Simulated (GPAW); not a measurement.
A working GPAW input for NiSb (P6_3/mmc, 4 atoms in the cell) (DFT PBE, plane waves, GPAW PAW datasets PBE (gpaw-data 1.0.1)):

```python
from ase import Atoms
from ase.units import GPa
from gpaw import GPAW

atoms = Atoms(['Ni', 'Ni', 'Sb', 'Sb'],
              cell=[[3.965430, 0.000000, 0.000000],
                    [-1.982715, 3.434163, 0.000000],
                    [0.000000, 0.000000, 5.162747]],
              scaled_positions=[[0.000000, 0.000000, 0.000000],
                                [0.000000, 0.000000, 0.500000],
                                [0.333333, 0.666667, 0.250000],
                                [0.666667, 0.333333, 0.750000]],
              pbc=True)

calc = GPAW(mode={'name': 'pw', 'ecut': 850},
            xc='PBE',
            kpts={'size': (5, 5, 4), 'gamma': True},
            occupations={'name': 'methfessel-paxton', 'width': 0.136, 'order': 1},
            nbands=-12,
            convergence={'density': 1e-05},
            symmetry={'symmorphic': False, 'tolerance': 0.0005},
            maxiter=150)

atoms.calc = calc

energy = atoms.get_potential_energy()
print('Energy (eV):', round(energy, 6))
forces = atoms.get_forces()
print('Forces (eV/Ang):')
print(forces.round(5))
stress = atoms.get_stress()
print('Stress (GPa, Voigt):', (stress / GPa).round(4))
```

The run converged in 24 iterations: free energy E − TS (from the program's reference atoms) -24.4435 eV; Fermi level (on the code's own zero) 9.12 eV; pressure 0.50 GPa. Each of these slips is then made, one at a time:

(1)
```diff
-                                [0.333333, 0.666667, 0.250000],
-                                [0.666667, 0.333333, 0.750000]],
+                                [0.333333, 0.666667, 0.250000]],
```

(2)
```diff
-            occupations={'name': 'methfessel-paxton', 'width': 0.136, 'order': 1},
+            occupations={'name': 'fermi', 'width': 0.136},
```

Task: Predict the outcome of each change.

Result: 
(1) An atom count that does not match the list of atoms. The program stopped before any SCF iteration, with the message: ValueError: Array "positions" has wrong length: 3 != 4..

(2) A keyword that the program does not know. The program stopped before any SCF iteration, with the message: ValueError: Unknown occupation number object name: fermi.

The starting cell comes from a database of computed structures (which also holds hypothetical and non-ambient phases and stackings), without a prior relaxation at this level. Its lattice was rescaled by a random factor within 2.5 % of one. Spin polarisation is off.

Left out of this page: 3 runs of the series outside the window shown, repeating another row's setting, or not comparable.
